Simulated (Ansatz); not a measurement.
Al: response to strain

The reference is Al in the fcc (Cu type) structure (space group Fm-3m, No. 225; relaxed with 0.1 eV smearing).

```
CELL_PARAMETERS angstrom
      0.00000     1.99683     1.99683
      1.99683     0.00000     1.99683
      1.99683     1.99683     0.00000
ATOMIC_POSITIONS crystal
  Al 0.00000 0.00000 0.00000
```

Cartesian axes are those of the cell as printed.

Strains are applied to the cell and any free atomic positions relax; under biaxial strain the out-of-plane vector relaxes too.

Calculations: r2SCAN, PAW, 500 eV (Ansatz, a first-principles code; no SOC).

Notes on the quantities. pressure: mean of the normal stresses, compression positive.

| change | ratio −ε⊥/ε∥ | pressure |
|---|---|---|
| base | – | 0.0 GPa |
| biaxial strain +0.42 %, plane normal [111], relaxed out of plane | – | -0.4 GPa |
| biaxial strain +0.83 %, plane normal [111], relaxed out of plane | 0.88 | -0.8 GPa |
| biaxial strain +1.25 %, plane normal [111], relaxed out of plane | 0.87 | -1.2 GPa |
| biaxial strain +1.67 %, plane normal [111], relaxed out of plane | [?] | [?] |
| biaxial strain +2.08 %, plane normal [111], relaxed out of plane | 0.82 | -1.9 GPa |
| biaxial strain +2.50 %, plane normal [111], relaxed out of plane | 0.81 | -2.3 GPa |

### Question
What belongs in the blanks?

### Answer

- biaxial strain +1.67 %, plane normal [111], relaxed out of plane, ratio −ε⊥/ε∥: 0.84
- biaxial strain +1.67 %, plane normal [111], relaxed out of plane, pressure: -1.5 GPa

No phonon test of stability was made.
